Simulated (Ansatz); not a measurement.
Results of r²SCAN+rVV10 in Ansatz (plane waves, PAW) for fluorite PbF2 (high-temperature phase).

Settings: plane-wave cutoff 500 eV, 10×10×10 k mesh, gaussian smearing 0.02 eV, scalar-relativistic PAW data made under PBE.

Cell (relaxed at this level):

```
PbF2
1.0
    0.00000     2.94590     2.94590
    2.94590     0.00000     2.94590
    2.94590     2.94590     0.00000
Pb F
1 2
Direct
  0.00000   0.00000   0.00000
  0.25000   0.25000   0.25000
  0.75000   0.75000   0.75000
```

Task: What does this level give for the band gap?

Result: 
* **band gap**: 4.89 eV (on the SCF k mesh)

Spin–orbit coupling is not included; with these elements it can move the gap by several tenths of an eV or more.

Computed values are for the static lattice.

Ansatz is a program for electronic structure.
